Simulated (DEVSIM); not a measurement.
System: abrupt Si p-n junction, at 250 K.

Layer 1 from the left is Si, thickness (μm) 0.710, Na (cm⁻³) 2.3e17, τn (s) 2.5e-5, τp (s) 2.5e-5. Layer 2 from the left is Si, thickness (μm) 110, Nd (cm⁻³) 1e17, τn (s) 2.5e-5, τp (s) 2.5e-5.

Left contact: ohmic. Right contact: ohmic. Voltage is applied to the left contact. Recombination: SRH at mid-gap, radiative. Mobility is μmin + (μ − μmin)/(1 + (N/Nref)^α).

This is a model device: material constants are rounded textbook-type values typed into the input, and sizes, dopings and lifetimes were drawn at random. Values at 300 K; Nc and Nv go as T^1.5, mobilities as T to minus their exponent, the gap by Varshni's rule with the affinity fixed.

Si: gap (eV) 1.124, affinity (eV) 4.05, permittivity 11.7, Nc (cm⁻³) 2.86e19, Nv (cm⁻³) 3.1e19, μn (cm²/Vs) 1417, μp (cm²/Vs) 470, μn,min 52, μp,min 45, Nref,n 9.7e16, Nref,p 2.2e17, αn 0.68, αp 0.72, T exponent of μn 2.3, T exponent of μp 2.2, B (cm³/s) 4.7e-15, Varshni α (eV/K) 0.000473, Varshni β (K) 636.

Estimate by hand the built-in potential, the peak field at zero bias, the capacitance at -0.75 V, and compare with a numerical solution.


- Built-in potential: ni = √(Nc Nv) exp(−Eg/2kT) = 8.01e7 cm⁻³ with Eg = 1.136 eV; Vbi = kT/q ln(Na Nd/ni²) = 0.920 V; numerical 0.920 V.
- Peak field at zero bias: depletion approximation: W = √(2εVbi/(qN)) = 0.131 μm with N = 6.97e16 cm⁻³; field = 2Vbi/W = 141000 V/cm; numerical 138000 V/cm (estimate above by 2.4 %).
- Capacitance at -0.75 V: C = √(qεN / 2(Vbi + |V|)) = 58.8 nF/cm²; numerical 59.6 nF/cm² (estimate below by 1.3 %).

DEVSIM, 1D drift-diffusion, Boltzmann statistics, complete ionisation; no tunnelling, impact ionisation, image-force lowering or self-heating.
